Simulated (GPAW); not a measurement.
## Pressure against volume in fcc Ca (space group 225) (GPAW, LDA)

```
Ca
1.0
    0.00000     2.60226     2.60226
    2.60226     0.00000     2.60226
    2.60226     2.60226     0.00000
Ca
1
Cartesian
  0.00000   0.00000   0.00000
```

Level of theory: LDA (Perdew-Wang 92), GPAW PAW datasets LDA (gpaw-data 1.0.1) (plane waves; GPAW). Settings: mode = pw; ecut = 585 eV; xc = LDA; kpts = 28 28 28; mesh shift (steps) = 0 0 0; occupations.name = fermi-dirac; occupations.width = 0.05 eV; nbands = -5; convergence.density = 1e-06 e/electron; convergence.energy = 1e-06 eV/electron; symmetry.symmorphic = false; symmetry.tolerance = 0.0005; maxiter = 100. The cell above is the first row's. The rows scale it uniformly. In all rows the k mesh is held.

```
V (Å^3/atom)  P (GPa)
------------  -------
35.2437             ?
36.0098          1.25
36.7760          0.78
37.5421          0.35
38.3083         -0.05
39.0745         -0.42
39.8406         -0.76
40.6068         -1.07
41.3730         -1.36
```

Taking a cubic for P over the 8 complete rows: With u = V - 38.7, the rows have u = -2.6902, -1.9240, -1.1579, -0.3917, 0.3745, 1.1406, 1.9068, 2.6730. Least squares gives P = -0.243 - 0.4804·u + 0.02553·u² - 0.00079·u³. Residuals (row less fit): 0.000, -0.001, 0.001, 0.001, -0.001, -0.001, 0.002, 0.000; standard error 0.002 (degrees of freedom: 4). The fitted pressure is zero at V0 = 38.21, where dP/dV = -0.5061, so B0 = -V0·dP/dV = 19.3 GPa.

### Question
What does the fit predict for P at V = 35.2437, and how far is the calculated value from it?

### Answer
u = -3.4563, so P = -0.243 - 0.4804 × (-3.4563) + 0.02553 × (-3.4563)² - 0.00079 × (-3.4563)³ = 1.755 GPa. The calculation gives 1.77 GPa, 0.015 GPa above the prediction (0.5 % of the range of P in the table). The row lies outside the fitted rows, so this is an extrapolation.

Carrying the step between the two nearest rows on in a straight line would have given 1.72, off by 0.05; series whose last step already gives the withheld value aren't shown. The reference cell has the volume at which an earlier scan in this program and functional put its minimum by a fit. Cutoffs and mesh are single choices, not tested for convergence of this quantity. Series with a scatter that would blur these digits, or in which a gap closes, are not shown.
